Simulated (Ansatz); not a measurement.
Data:

```xyz
2
Lattice="0.0000 2.7555 2.7555 2.7555 0.0000 2.7555 2.7555 2.7555 0.0000" Properties=species:S:1:pos:R:3 pbc="T T T"
Zn     0.0000     0.0000     0.0000
Se     4.1332     4.1332     4.1332
```

All values below come from PBEsol, rigid bands (plane waves, PAW, scalar-relativistic; Ansatz, a quantum-chemistry and plane-wave program). Condition of this run: hydrostatic pressure 5 GPa (the target of the relaxation). Geometry: cell and atoms relaxed with PBEsol, then loaded as said.

Task: Predict the electron conductivity mass (n e² τ/σ) at 300 K, by direction if it differs.

Result: 0.114 mₑ.

Task: And the band gap?

Result: 1.51 eV at this level; semilocal functionals usually fall short of the measured gap.

Rigid bands, one relaxation time for all states, no polarons. Spin-orbit coupling is left out; where it splits the top of the valence band it changes the hole mass and lowers the gap by about a third of the splitting.
